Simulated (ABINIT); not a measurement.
ABINIT run on Zr (P6_3/mmc, 2 atoms in the cell): self-consistent single point.

Method of the run: PBEsol, PAW (JTH v2.0 PBE PAW, files made for PBE) (plane waves; ABINIT).

```yaml
crystal:
  lattice:
    - [3.20587, 0.00000, 0.00000]
    - [-1.60293, 2.77636, 0.00000]
    - [0.00000, 0.00000, 5.11895]
  atoms:
    - { symbol: Zr, position: [0.33333, 0.66667, 0.25000] }
    - { symbol: Zr, position: [0.66667, 0.33333, 0.75000] }
```

Reference input (self-consistent single point, DFT, PBE, plane waves, PAW (JTH v2.0 PBE PAW)): pseudos = [Zr.GGA_PBE-JTH.xml]; ecut = 40 Ry; pawecutdg = 80 Ry; pawxcdev = 0; occopt = 3; tsmear = 0.1 eV; ngkpt = 16 16 9; nshiftk = 1; shiftk = 0 0 0; potentials = JTH v2.0 PBE PAW; nband = 17; kptopt = 1. This run's input differs from it in these lines:

```diff
@@ -18,2 +18,3 @@
 pawxcdev 0
+ixc -116133
 occopt 3
```

Output (repeated stretches shortened):

```
--- !BeginCycle
solver: {iscf: 17, nstep: 60, nline: 4, wfoptalg: 10, }
tolerances: {tolvrs: 1.00E-11, }
...

     iter   Etot(hartree)      deltaE(h)  residm     nres2
 ETOT  1  -94.854416278973    -9.485E+01 5.386E-01 6.850E+00
 ETOT  2  -95.008264678241    -1.538E-01 1.601E-02 1.289E+00
 ETOT  3  -95.007556790822     7.079E-04 5.036E-03 3.139E-01
 ETOT  4  -95.007394017682     1.628E-04 2.156E-03 8.500E-04
 ETOT  5  -95.007395093782    -1.076E-06 1.326E-03 8.185E-05
   [... 2 lines left out ...]
 ETOT  8  -95.007395109159    -5.892E-10 3.270E-04 1.289E-07
 ETOT  9  -95.007395109013     1.464E-10 3.423E-04 2.482E-10
 ETOT 10  -95.007395109014    -1.194E-12 3.067E-04 4.208E-11
 ETOT 11  -95.007395109014    -9.948E-14 2.636E-04 2.583E-12
 At SCF step   11       nres2   =  2.58E-12 < tolvrs=  1.00E-11 =>converged.

 Cartesian components of stress tensor (hartree/bohr^3)
  sigma(1 1)=  5.52787613E-05  sigma(3 2)=  0.00000000E+00
  sigma(2 2)=  5.52787610E-05  sigma(3 1)=  0.00000000E+00
  sigma(3 3)=  3.57343316E-05  sigma(2 1)= -6.47841752E-14

 ----iterations are completed or convergence reached----

 reduced coordinates (array xred) for    2 atoms
       0.333333333333      0.666666666667      0.250000000000
       0.666666666667      0.333333333333      0.750000000000
 cartesian forces (eV/Angstrom) at end:
    1     -0.00000000000000     0.00000000000000    -0.00000000000000
    2      0.00000000000000    -0.00000000000000    -0.00000000000000
 frms,max,avg= 6.0947116E-27 1.0556350E-26   0.000E+00  0.000E+00  0.000E+00 e/A
   [... lines left out ...]
 Fermi (or HOMO) energy (hartree) =   0.41458   Average Vxc (hartree)=  -0.41770
   [... lines left out ...]
'-kT*entropy'       : -2.53418604626346E-03
total_energy        : -9.50073941672143E+01
total_energy_eV     : -2.58528267222239E+03
...

-Cartesian components of stress tensor (GPa)         [Pressure= -1.4347E+00 GPa]
- sigma(1 1)=  1.62635703E+00  sigma(3 2)=  0.00000000E+00
- sigma(2 2)=  1.62635703E+00  sigma(3 1)=  0.00000000E+00
- sigma(3 3)=  1.05134016E+00  sigma(2 1)= -1.90601592E-09

 Calculation completed.
```

The run converged in 11 iterations. Against the reference run the pressure goes from 2.46 to -1.43 GPa.

The starting cell comes from a database of computed structures (which also holds hypothetical and non-ambient phases and stackings), without a prior relaxation at this level. Its lattice was rescaled by a random factor within 2.5 % of one. The potentials were made for another functional than the one used.

Cost on one core of a shared machine: roughly 2 min.
